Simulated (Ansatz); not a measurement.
Polymorphs of CdSe, Ansatz (an electronic-structure program) with PBEsol with spin-orbit coupling, rigid bands; geometry: cell and atoms relaxed with PBEsol.
- F-43m, primitive cell of 2: a = b = c = 4.300 Å, α = β = γ = 60.00°
- P6_3mc, primitive cell of 4: a = b = 4.302 Å, c = 7.022 Å, α = β = 90.00°, γ = 120.00°

```json
[
 {"Space group": "F-43m", "volume per atom (Å³)": "28.1", "band gap": "0.36 eV", "hole conductivity mass": "0.76 mₑ", "Seebeck coefficient, p-type 1e19 cm⁻³": "305 μV/K"},
 {"Space group": "P6_3mc", "volume per atom (Å³)": "28.1", "band gap": "___", "hole conductivity mass": "0.95 mₑ", "Seebeck coefficient, p-type 1e19 cm⁻³": "___"}
]
```

### Question
Fill in the missing entries.

### Answer

- P6_3mc, band gap: 0.42 eV
- P6_3mc, Seebeck coefficient, p-type 1e19 cm⁻³: 311 μV/K

Masses are for dilute carriers at 300 K, harmonic means over directions unless an axis is named. Seebeck coefficients are for the stated density at 300 K, with one relaxation time for all states and whether or not that doping can be reached.
